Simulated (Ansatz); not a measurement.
We consider fluorite PbF2 (high-temperature phase), described by G0W0@PBE in Ansatz (hard PAW, contour deformation, complete-basis limit).

Settings: largest k mesh 10×10×10 (not extrapolated in the mesh).

The cell has the measured lattice: a = b = c = 5.940 Å, α = β = γ = 90.00°.

What does this level give for the band gap?


- band gap: 6.77 eV

Note: filled d or f shells below the valence bands can shift G0W0 gaps through exchange with them, which wasn't tested here; cell and atoms aren't relaxed at this level; the gap holds a correction of +0.57 eV to the complete basis, taken at k points off the band edges.

Spin–orbit coupling is not included; with these elements it can move the gap by several tenths of an eV or more.

Static lattice: no zero-point or thermal effects.

Ansatz is an electronic-structure program.
